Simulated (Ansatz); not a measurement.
The parent structure is BaS in the zinc blende structure (space group F-43m, No. 216; a hypothetical phase, not in the database extracts checked).

```
CELL_PARAMETERS angstrom
      0.00000     3.51779     3.51779
      3.51779     0.00000     3.51779
      3.51779     3.51779     0.00000
ATOMIC_POSITIONS crystal
  S  0.75000 0.75000 0.75000
  Ba 0.00000 0.00000 0.00000
```

Cartesian axes are those of the cell as printed.

All numbers come from DFT with PBE, PAW potentials and a 420 eV plane-wave cutoff in Ansatz (a quantum-chemistry and plane-wave program), no SOC.

It is then changed as follows: every lattice vector is stretched by 0.81 %; the atoms relax in the strained cell.

Problem. Predict the stress tensor and what it implies for the stiffness.

Solution. Stress of the strained cell less that of the base (GPa, compression positive):
```
  -0.64    0.00    0.00
   0.00   -0.64    0.00
   0.00    0.00   -0.64
```

Then B = −ΔP/(ΔV/V₀) with ΔV/V₀ = 0.0245 gives secant stiffness values (nonlinear terms included at this strain): B ≈ 26 GPa.

Whether these cells are dynamically stable was not tested.
